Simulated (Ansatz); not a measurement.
Take Bi in the A7 type structure (space group R-3m, No. 166; a = 4.5332 Å, c = 11.6537 Å (hexagonal axes)) as the base.

(Cell as relaxed with PBE-D3(BJ).)

Levels (all Ansatz, an electronic-structure program, PAW): PBE-D3(BJ) (420 eV, without spin-orbit coupling); r2SCAN+rVV10 (500 eV, no spin-orbit coupling).

Each level relaxes its own structure.

```csv
base,PBE-D3(BJ),r2SCAN+rVV10
volume per atom,34.57 Å³,35.48 Å³
lattice parameter a,4.533 Å,4.521 Å
band gap,zero,zero
```

Modification: As takes the place of Bi on all its sites, then cell and atoms are relaxed.

| quantity | PBE-D3(BJ) | r2SCAN+rVV10 |
|---|---|---|
| band gap | zero | … |
| volume per atom | 20.89 Å³ | … |

Given the PBE-D3(BJ) results, estimate those of r2SCAN+rVV10.


- band gap, r2SCAN+rVV10: zero
- volume per atom, r2SCAN+rVV10: 21.92 Å³

PBE-D3(BJ)'s volume per atom lies 1.03 Å³ below r2SCAN+rVV10's (4.7 %); the two agree on the band gap. The two levels end in clearly different cell shapes (a soft spacing or a collapse), which may drive these differences. Neither level is exact; r2SCAN+rVV10 is the comparison here, not a measurement.

With Bi present, leaving out spin-orbit coupling can change the band edges. Stability against distortions was not tested.
